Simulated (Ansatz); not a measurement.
Structures of equal composition on the (111) surface of fcc Rh: a layer of Mo in place of the second plane; a layer of Mo in place of the third plane. The slabs share one bottom face, and each structure is named by its start. These are constructed structures in small cells; real faces may alloy, dewet or reconstruct in larger ones, and not all known structures of the face are among them. Slabs of about 11 Å, Fermi-Dirac smearing of 0.1 eV. Bottom of the slabs: a bare face, its two planes held. Relaxed from the named starts with such symmetry as they have, on meshes of like density; energies extrapolated to zero smearing; spin only where a row says so; no spin-orbit coupling, no U. Brackets mark spin-polarised runs, whose order is one that fits the cell.

These are PBE (plane waves to 420 eV, PAW; Ansatz, a program for electronic structure) values and carry that method's errors.

Question: Put the candidates in order of energy per 1x1 cell, lowest first, for PBE.

Answer: a layer of Mo in place of the second plane (0.000 eV), a layer of Mo in place of the third plane (0.439 eV)
